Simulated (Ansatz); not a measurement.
ZnSe (F-43m) under uniaxial stress along [001] (compression positive): hole conductivity mass by r2SCAN with spin-orbit coupling, rigid bands (plane waves, PAW; Ansatz, a program for electronic structure). The unloaded cell, whose axes the loads refer to:

```
CELL_PARAMETERS angstrom
      0.00000     2.81670     2.81670
      2.81670     0.00000     2.81670
      2.81670     2.81670     0.00000
ATOMIC_POSITIONS crystal
  Zn 0.00000 0.00000 0.00000
  Se 0.25000 0.25000 0.25000
```

| uniaxial stress along [001] (compression positive) (GPa) | volume per atom (Å³) | hole conductivity mass (mₑ) |
|---|---|---|
| -4 | 22.77 | ? |
| -0.8 | 22.44 | 0.662 |
| 0 | 22.35 | 0.667 |
| 0.8 | 22.25 | 0.623 |
| 2.4 | 22.04 | 0.443 |
| 4 | 21.71 | 0.402 |

### Question
Fit a straight line to ln(hole conductivity mass) against the load over the rows given, and predict the row at -4 GPa.

### Answer
The means are x̄ = 1.280 GPa and ȳ = -0.6032; Σ(x − x̄)(y − ȳ) = -1.787 and Σ(x − x̄)² = 14.85, so the slope is -12.0 % per GPa, and the rows given lie within 7.6 % of the line. At -4 GPa the line gives 1.03 mₑ; the calculation gives 0.469 mₑ, 120 % from it, so the trend bends or changes character over this range.

Masses are for dilute carriers at 300 K, harmonic means over directions unless an axis is named. Stresses and pressures are the targets of the relaxation. The structure type is held at every load. Geometry: cell and atoms relaxed with PBEsol.
